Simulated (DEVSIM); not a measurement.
Structure: Pd/SiO2/n-Si capacitor, at 300 K.

| layer (left to right) | material | thickness (nm) | Nd (cm⁻³) |
|---|---|---|---|
| 1 | SiO2 | 13.0 | - |
| 2 | Si | 4700 | 1.5e16 |

Metal gate on the left, work function 5.2 eV. Fixed charge at the semiconductor interface 0 cm⁻² (in units of +e); interface traps 1e10 cm⁻² eV⁻¹, uniform in energy, neutral level at 0.3 of the gap above the valence band.

This is a model device: material constants are rounded textbook-type values typed into the input, and sizes, dopings and lifetimes were drawn at random. Values at 300 K.

| parameter | SiO2 | Si |
|---|---|---|
| gap (eV) | 9 | 1.124 |
| affinity (eV) | 0.9 | 4.05 |
| permittivity | 3.9 | 11.7 |
| Nc (cm⁻³) | - | 2.86e19 |
| Nv (cm⁻³) | - | 3.1e19 |

DEVSIM, 1D Poisson equation in equilibrium, Boltzmann statistics, complete ionisation; no quantum confinement or tunnelling. Metal contacts follow the ideal Schottky-Mott rule: no Fermi-level pinning, no interface dipoles.

Q: Tabulate band edges, carrier densities and field at 0.3 V on the gate.

A: Energies count from the Fermi level of the right contact; mesh points crowd at the junctions.

| x (μm) | Ec (eV) | Ev (eV) | n (cm⁻³) | p (cm⁻³) | field (V/cm) |
|---|---|---|---|---|---|
| 0.000 | 4.000 | -5.000 | < 1e2 | < 1e2 | -140000 |
| 0.001423 | 3.981 | -5.019 | < 1e2 | < 1e2 | -140000 |
| 0.004269 | 3.942 | -5.058 | < 1e2 | < 1e2 | -140000 |
| 0.008898 | 3.878 | -5.122 | < 1e2 | < 1e2 | -140000 |
| 0.01221 | 3.833 | -5.167 | < 1e2 | < 1e2 | -140000 |
| 0.01341 | 0.670 | -0.454 | 1.6e8 | 7.5e11 | -46000 |
| 0.01551 | 0.661 | -0.463 | 2.3e8 | 5.2e11 | -45000 |
| 0.02308 | 0.627 | -0.497 | 8.2e8 | 1.4e11 | -43000 |
| 0.03805 | 0.565 | -0.559 | 9.2e9 | 1.3e10 | -40000 |
| 0.07300 | 0.440 | -0.684 | 1.2e12 | 9.9e7 | -32000 |
| 0.1545 | 0.257 | -0.867 | 1.4e15 | 83000 | -13000 |
| 0.4483 | 0.195 | -0.929 | 1.5e16 | 7800 | ≈ 0 |
| 1.030 | 0.195 | -0.929 | 1.5e16 | 7700 | ≈ 0 |
| 2.363 | 0.195 | -0.929 | 1.5e16 | 7700 | ≈ 0 |
| 3.971 | 0.195 | -0.929 | 1.5e16 | 7700 | ≈ 0 |
| 4.396 | 0.195 | -0.929 | 1.5e16 | 7700 | ≈ 0 |
| 4.578 | 0.195 | -0.929 | 1.5e16 | 7700 | ≈ 0 |
| 4.656 | 0.195 | -0.929 | 1.5e16 | 7700 | ≈ 0 |
| 4.695 | 0.195 | -0.929 | 1.5e16 | 7700 | ≈ 0 |
| 4.706 | 0.195 | -0.929 | 1.5e16 | 7700 | ≈ 0 |
| 4.711 | 0.195 | -0.929 | 1.5e16 | 7700 | ≈ 0 |
| 4.713 | 0.195 | -0.929 | 1.5e16 | 7700 | ≈ 0 |
